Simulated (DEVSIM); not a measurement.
Structure: Ge n-i-p diode, at 350 K.

```csv
layer (left to right),material,thickness (μm),Nd (cm⁻³),Na (cm⁻³),τn (s),τp (s)
1,Ge,1.90,8.3e17,-,0.00031,0.00031
2,Ge,4.20,-,2e13,0.00031,0.00031
3,Ge,0.230,-,4.7e17,0.00031,0.00031
```

Left contact: ohmic. Right contact: ohmic. Voltage is applied to the left contact. Recombination: SRH at mid-gap. Mobility is μmin + (μ − μmin)/(1 + (N/Nref)^α).

Constants are typed, rounded textbook-type inputs, not results; the design itself was drawn at random and stands for no fabricated device. Values at 300 K; Nc and Nv go as T^1.5, mobilities as T to minus their exponent, the gap by Varshni's rule with the affinity fixed. The table also holds parameters that only a changed run uses.

```tsv
parameter	Ge
gap (eV)	0.664
affinity (eV)	4
permittivity	16
Nc (cm⁻³)	1.04e19
Nv (cm⁻³)	6e18
μn (cm²/Vs)	3900
μp (cm²/Vs)	1900
μn,min	150
μp,min	100
Nref,n	2.6e17
Nref,p	4e17
αn	0.56
αp	0.6
T exponent of μn	1.66
T exponent of μp	2.33
Cn (cm⁶/s)	1e-31
Cp (cm⁶/s)	1e-31
Varshni α (eV/K)	0.000477
Varshni β (K)	235
```

Simulated with DEVSIM: 1D drift-diffusion, Boltzmann statistics, complete ionisation; no tunnelling, impact ionisation, image-force lowering or self-heating.

Base results: potential step across the device at zero bias (V) 0.477; dark forward voltage at 1 A/cm² (V) 0.105; dark forward voltage at 100 A/cm² (V) 0.248.

Q: What follows from this one change: doping Na of layer 3 4.7e+17 → 1.4e+18 cm^-3?

A: potential step across the device at zero bias 0.477 → 0.510 V; dark forward voltage at 1 A/cm² 0.105 → 0.144 V; dark forward voltage at 100 A/cm² 0.248 → 0.286 V.

Q: What follows from this one change: constant mobility in place of the doping-dependent one?

A: potential step across the device at zero bias little changed (0.477 V); dark forward voltage at 1 A/cm² 0.105 → 0.083 V; dark forward voltage at 100 A/cm² 0.248 → 0.227 V.
